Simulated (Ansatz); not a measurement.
W: pressure series

Start from W in the bcc (W type) structure (space group Im-3m, No. 229; a = 3.135 Å).

Cell and atoms are relaxed at each pressure.

Level of theory: Ansatz (a first-principles code), LDA, PAW, cutoff 420 eV, no spin-orbit coupling.

Notes on the quantities. enthalpy: H = E + PV relative to the base's energy.

```tsv
case	density	enthalpy
base	19.81 g/cm³	–
pressure −2 GPa	19.69 g/cm³	-0.19 eV/atom
pressure −1 GPa	19.75 g/cm³	-0.10 eV/atom
pressure 0.9 GPa	19.86 g/cm³	+0.09 eV/atom
pressure 2.1 GPa	19.93 g/cm³	+0.20 eV/atom
pressure 4.5 GPa	20.07 g/cm³	+0.43 eV/atom
pressure 9 GPa	20.32 g/cm³	+0.85 eV/atom
pressure 15 GPa	20.64 g/cm³	+1.41 eV/atom
pressure 22.5 GPa	21.02 g/cm³	+2.10 eV/atom
pressure 30 GPa	21.38 g/cm³	+2.77 eV/atom
```

Load acts through the strain it causes; cell and atoms are relaxed under it. Whether these cells are dynamically stable was not tested. No other phases were tried under pressure. The final runs are not spin-polarised.
